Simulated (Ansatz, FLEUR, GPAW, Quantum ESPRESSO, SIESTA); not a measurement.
**Code comparison for ScCoC2 (P4/nmm, 8 atoms in the cell)**

Self-consistent single point, at a second geometry (lattice scaled by 0.98). First geometry:

```
CELL_PARAMETERS angstrom
      3.34281     0.00000     0.00000
      0.00000     3.34281     0.00000
      0.00000     0.00000     7.18148
ATOMIC_POSITIONS crystal
  Sc 0.50000 0.00000 0.65433
  Sc 0.00000 0.50000 0.34567
  Co 0.50000 0.50000 0.00000
  Co 0.00000 0.00000 0.00000
  C  0.00000 0.50000 0.85013
  C  0.50000 0.00000 0.14987
  C  0.50000 0.00000 0.34670
  C  0.00000 0.50000 0.65330
```

Shared settings, as Ansatz (an electronic-structure program) writes them: kpoints.mp_grid.grid = 8 8 4; scf.occupations.method = gaussian; scf.occupations.width = 0.136 eV. Potentials and cutoffs stand in the table.

```csv
code,model,ΔF from the first geometry (meV/atom),pressure (GPa),largest force (eV/Å),cutoff
GPAW,"PBEsol, GPAW PAW datasets PBEsol (made by gpaw-setup)",15.7,–,0.981,900 eV
FLEUR,"PBEsol, all-electron FLAPW (FLEUR), scalar-relativistic valence",–,–,0.999,Kmax 4.7 1/bohr
SIESTA,"GGA PBEsol, numerical atomic orbitals DZP, PseudoDojo PBEsol standard norm-conserving potentials (rewritten from UPF to PSML)",12.6,12.01,1.990,grid 400 Ry
Ansatz,"PBEsol, PAW files made with PBE",10.9,10.93,0.963,default
Quantum ESPRESSO,"PBEsol, GBRV 1.5 ultrasoft (PBESOL) pseudopotentials",10.8,10.86,1.048,50 Ry
```

Size of the force on each atom (eV/Å): Sizes of forces hide their directions.

```csv
code,Sc1,Sc2,Co3,Co4,C5,C6,C7,C8
GPAW,0.216,0.216,0.000,0.000,0.411,0.411,0.981,0.981
FLEUR,0.175,0.175,0.000,0.000,0.630,0.630,0.999,0.999
SIESTA,0.065,0.065,0.000,0.000,1.562,1.562,1.990,1.990
Ansatz,0.201,0.201,0.000,0.000,0.564,0.564,0.963,0.963
Quantum ESPRESSO,0.190,0.190,0.000,0.000,0.660,0.660,1.048,1.048
```

A dash marks a value that a program does not give, or that is left out as unsure.

On Ansatz's run: spin polarisation is off.

The spread over the programs that give each value: ΔF from the first geometry within 4.9 meV/atom; pressure within 1.15 GPa; largest force within 1.027 eV/Å.

SIESTA uses small atom-centred bases, whose incompleteness enters pressures, forces and empty levels differently from a plane-wave cutoff. FLEUR treats all electrons, but the usual bases taken here (sphere radii, linearisation, local orbitals, empty states) were not tested for convergence, so the values are no reference for the others. Ansatz's pressure is given at a fixed set of plane waves, as the other plane-wave codes print theirs; with its correction for the finite basis it is 11.15 GPa (the shift of 0.22 GPa shows how far the cutoff is from converged). The pressure of GPAW is left out: its cutoff lies under the one at which its stress was checked. In the pressure, SIESTA (by 1.12) lies more than 1 GPa from the median of the plane-wave programs.

The starting cell comes from a database of computed structures (which also holds hypothetical and non-ambient phases and stackings), without a prior relaxation at this level. For this run, on top of that: lattice scaled by 0.98.

Keys are those of Ansatz 0.2.
